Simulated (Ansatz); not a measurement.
## Hypothetical R-3m Ga2O3: pressure series

Base system: Ga2O3 (space group R-3m, No. 166; a hypothetical phase, not in the database extracts checked).

```cif
data_Ga6O9
_chemical_formula_sum 'Ga6 O9'
_space_group_name_H-M_alt 'R-3m :H'
_space_group_IT_number 166
_space_group_name_Hall '-R 3 2"'
_cell_length_a 2.98807
_cell_length_b 2.98807
_cell_length_c 22.85220
_cell_angle_alpha 90.000
_cell_angle_beta 90.000
_cell_angle_gamma 120.000
loop_
_atom_site_label
_atom_site_type_symbol
_atom_site_symmetry_multiplicity
_atom_site_Wyckoff_symbol
_atom_site_fract_x
_atom_site_fract_y
_atom_site_fract_z
_atom_site_occupancy
Ga1 Ga 6 c 0.00000 0.00000 0.39440 1
O1 O 3 a 0.00000 0.00000 0.00000 1
O2 O 6 c 0.00000 0.00000 0.24000 1
```
(The calculation used a cell of 5 atoms; values per cell refer to that cell.)

Cell and atoms are relaxed at each pressure.

Levels (all Ansatz, a program for electronic structure, PAW): PBEsol (420 eV, no spin-orbit coupling); HSE06 (420 eV, scalar-relativistic without spin-orbit coupling).

Band gaps by level, all at the geometries relaxed with PBEsol:

```tsv
case	PBEsol	HSE06
base	2.85 eV	4.56 eV
pressure 0.3 GPa	2.71 eV	4.42 eV
pressure 1.5 GPa	2.53 eV	…
pressure 3 GPa	2.43 eV	…
pressure 5 GPa	2.37 eV	4.12 eV
```

**Question.** What belongs in the blanks?

**Answer.** 
- pressure 1.5 GPa, HSE06: 4.26 eV
- pressure 3 GPa, HSE06: 4.17 eV

Single points use the geometry relaxed with PBEsol. The hybrid gap comes from the SCF mesh plus the semilocal run's edge points and a few special points and is an upper bound. Load acts through the strain it causes; cell and atoms are relaxed under it. No phonon test of stability was made. No other phases were tried under pressure.
